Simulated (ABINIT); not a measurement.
# Equation of state of rock-salt MgSe (space group 225): energy against volume (ABINIT, PBE)

```xyz
2
Lattice="0.0000 2.6815 2.6815 2.6815 0.0000 2.6815 2.6815 2.6815 0.0000" Properties=species:S:1:pos:R:3 pbc="T T T"
Mg     0.0000     0.0000     0.0000
Se     2.6815     2.6815     2.6815
```

Method of the run: PBE, norm-conserving pseudopotentials (PseudoDojo nc-sr-05 PBE standard) (plane waves; ABINIT). Settings: pseudos = [Mg.upf, Se.upf]; ecut = 1524 eV; ixc = 11; occopt = 3; tsmear = 0.01 eV; ngkpt = 10 10 10; nshiftk = 1; shiftk = 0 0 0; potentials = PseudoDojo nc-sr-05 PBE standard; nband = 18; kptopt = 1; nstep = 50; tolvrs = 1e-11. The cell above is the first row's. The rows scale it uniformly. In all rows fractional positions and the k mesh are held. E is the free energy at the stated smearing, counted from the lowest row.

| V (Å^3/atom) | E (meV/atom) |
|---|---|
| 19.280 | ? |
| 19.699 | 14.64 |
| 20.119 | 6.02 |
| 20.538 | 1.27 |
| 20.957 | 0.00 |
| 21.376 | 1.88 |
| 21.795 | 6.61 |
| 22.214 | 13.89 |
| 22.633 | 23.48 |

Task: Fit E against V with the third-order Birch-Murnaghan form, a cubic in V^(-2/3), and predict the withheld value at V = 19.280.

Result: With u = V^(-2/3) - 0.131, the rows have u = 0.006100, 0.004185, 0.002340, 0.000557, -0.001168, -0.002837, -0.004454, -0.006021. Least squares gives E = 0.280 - 777.4·u + 512187·u² + 207413·u³. Residuals (row less fit): -0.003, 0.008, 0.002, -0.006, -0.006, 0.007, 0.005, -0.003; standard error 0.008 (degrees of freedom: 4). Its minimum lies at u = 0.000759, so V0 = (0.131759)^(-3/2) = 20.91. There d²E/du² = 1025000 and d³E/du³ = 1244000, so B0 = (4/9) × 20.91^(-7/3) × 1025000 × 0.160218 = 60.6 GPa (the last factor turns the table's units into GPa), and B0' = 4 + (2/3) × 0.131759 × (1244000)/1025000 = 4.1. The program's pressures in the fitted runs (not shown) pass through zero at V = 20.91, 0.01 % from this V0. At the withheld row, u = 0.008079, so E = 0.280 - 777.4 × 0.008079 + 512187 × 0.008079² + 207413 × 0.008079³ = 27.539 meV/atom. The calculation gives 27.55 meV/atom, 0.011 meV/atom above the prediction (under 0.05 % of the range of E in the table). The row lies outside the fitted rows, so this is an extrapolation. From the scatter of the fitted rows alone, a prediction at this place has a standard error of 0.023 meV/atom, so the miss is 0.5 times that.

Carrying the step between the two nearest rows on in a straight line would have given 23.24, off by 4.31; series whose last step already gives the withheld value aren't shown. The scan was laid around a cell of about the measured size, scaled by a guess for this functional. This is one of several polymorphs. The runs keep the symmetry of the cell, so they don't test it for distortions. Cutoffs and mesh are single choices, not tested for convergence of this quantity. Series with a scatter that would blur these digits, or in which a gap closes, are not shown. Nor are scans whose minimum lies at an end fitted in this form.
